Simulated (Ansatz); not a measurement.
Base system: Cu₃N (space group Pm-3m, No. 221; a = 3.721 Å).

The values are results of LDA, PAW, 420 eV (Ansatz, a first-principles code; no spin-orbit coupling), not measurements.

Base values:

- Pressure = 0.0 GPa

Modification: the cell is scaled by 0.9940 in all directions; the atoms relax in the strained cell.

What does the calculation give for the energy relative to the base and pressure after the change?

The energy goes up by 2.0 meV/atom; the pressure goes from zero to 2.8 GPa.

No phonon test of stability was made. The final runs are not spin-polarised.
